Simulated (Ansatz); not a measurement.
# Predicting a run: diamond-structure Si (Fd-3m), hydrostatic pressure (both signs)

Cell and atoms relaxed with PBEsol to each stress σ (compression positive); gaps by PBE with spin-orbit coupling, rigid bands (plane waves, PAW; Ansatz, a quantum-chemistry and plane-wave program). Unloaded cell: a = 3.842 Å, b = 3.842 Å, c = 3.842 Å, α = 60.00°, β = 60.00°, γ = 60.00°.

```json
[
 {"σ (GPa)": "0", "ln(V/V₀) (%)": "0", "gap (eV)": "0.559"},
 {"σ (GPa)": "-5.40", "ln(V/V₀) (%)": "6.64", "gap (eV)": "0.672"},
 {"σ (GPa)": "-1.80", "ln(V/V₀) (%)": "2.00", "gap (eV)": "0.594"},
 {"σ (GPa)": "1.80", "ln(V/V₀) (%)": "-1.84", "gap (eV)": "0.525"},
 {"σ (GPa)": "3.60", "ln(V/V₀) (%)": "-3.56", "gap (eV)": "0.491"},
 {"σ (GPa)": "7.20", "ln(V/V₀) (%)": "-6.67", "gap (eV)": "0.428"},
 {"σ (GPa)": "10.80", "ln(V/V₀) (%)": "-9.45", "gap (eV)": "0.370"}
]
```

Problem. Fit E_g = 0.559 eV + aσ + bσ² and ε = cσ + dσ² to the loaded rows by least squares.

Solution. a = -0.0197 eV/GPa, b = 2.06e-04 eV/GPa²; c = -1.10 %/GPa, d = 0.0213 %/GPa².

Problem. One run was withheld, at σ = -3.60 GPa. Predict its gap and its ln(V/V₀), then set them beside the run.

Solution. E_g = 0.559 + (-0.0197)(-3.60) + (2.06e-04)(-3.60)² = 0.633 eV and ε = (-1.10)(-3.60) + (0.0213)(-3.60)² = 4.24 %. The run gave 0.631 eV and 4.20 %, misses of 0.002 eV and 0.04 percentage points.

Gaps are resolved to about 0.01 eV; third decimals are kept for the arithmetic. Every relaxation keeps the diamond-structure phase (space group Fd-3m under this load), so a transition, a distortion that breaks the symmetry or fracture can't show.
